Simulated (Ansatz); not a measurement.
Cell of hcp Mg (0 0 1) on 3C silicon carbide (1 1 1) (film strained to the substrate, faces as cut), relaxed at this level with a, b, gamma of the cell held:

```
Mg2C3Si3
1.0
    3.09703     0.00004    -0.03591
    1.54853     2.68221    -0.00675
   -1.21061    -1.00694    25.98515
C Si Mg
6 6 4
Direct
  0.83839   0.57853   0.02686
  0.20248   0.94357   0.12358
  0.56735   0.30950   0.22109
  0.93178   0.67549   0.31843
  0.29602   0.04147   0.41580
  0.66005   0.40743   0.51296
  0.86096   0.60176   0.09822
  0.22606   0.96789   0.19634
  0.59054   0.33387   0.29373
  0.95480   0.69985   0.39108
  0.31894   0.06592   0.48855
  0.68287   0.43205   0.58594
  0.04144   0.79370   0.66885
  0.40591   0.16156   0.76951
  0.10909   0.86210   0.87257
  0.48816   0.22944   0.97992
```

These are PBE (plane waves to 420 eV, PAW; Ansatz, a first-principles code) values and carry that method's errors. Spin–orbit coupling is left out; the runs are not spin-polarised. Its k-point mesh 12×12×1, Fermi–Dirac width 0.05 eV.

Q: Give the plane-averaged electrostatic potential energy of an electron along the normal (the smooth PAW potential), about its mean over the cell.

A: 
```tsv
z (Å)	V (eV)
0.000	1.52
0.289	1.84
0.433	0.53
0.721	-0.45
0.866	0.90
1.154	5.59
1.299	7.39
1.587	7.44
1.732	6.06
2.020	0.65
2.164	-2.32
2.453	-6.49
2.597	-7.59
2.886	-8.77
3.030	-8.21
3.319	-3.78
3.463	-0.61
3.752	5.29
3.896	6.80
4.185	6.32
4.329	4.71
4.617	-0.86
4.762	-3.64
5.050	-7.27
5.195	-8.33
5.483	-9.10
5.628	-8.07
5.916	-2.72
6.060	0.57
6.349	5.91
6.493	6.80
6.782	5.48
6.926	3.40
7.215	-2.41
7.359	-4.94
7.648	-7.99
7.792	-8.94
8.081	-8.95
8.225	-7.33
8.513	-1.34
8.658	1.92
8.946	6.32
9.091	6.63
9.379	4.43
9.524	1.91
9.812	-3.87
9.956	-6.08
10.245	-8.65
10.389	-9.42
10.678	-8.52
10.822	-6.32
11.111	0.05
11.255	3.17
11.544	6.44
11.688	6.26
11.977	3.19
12.121	0.34
12.409	-5.23
12.554	-7.14
12.842	-9.47
12.987	-10.00
13.275	-7.99
13.420	-5.22
13.708	1.42
13.852	4.31
14.141	6.48
14.285	5.97
14.574	2.15
14.718	-0.77
15.007	-5.49
15.151	-6.48
15.440	-5.00
15.584	-2.82
15.873	2.59
16.017	4.63
16.305	5.91
16.450	5.56
16.738	3.00
16.883	0.53
17.171	-4.90
17.316	-6.28
17.604	-4.33
17.748	-1.59
18.037	3.76
18.181	5.39
18.470	7.17
18.614	7.51
18.903	7.08
19.047	6.33
19.336	3.51
19.480	1.05
19.769	-4.52
19.913	-6.09
20.201	-4.57
20.346	-1.94
20.634	3.45
20.779	5.17
21.067	7.07
21.212	7.51
21.500	7.33
21.644	6.73
21.933	4.45
22.077	2.42
22.366	-3.19
22.510	-5.42
22.799	-5.56
22.943	-3.42
23.232	2.29
23.376	4.44
23.665	6.84
23.809	7.48
24.097	7.78
24.242	7.46
24.530	5.94
24.675	4.75
24.963	0.63
25.108	-2.09
25.396	-5.52
25.540	-5.12
25.829	-0.78
```
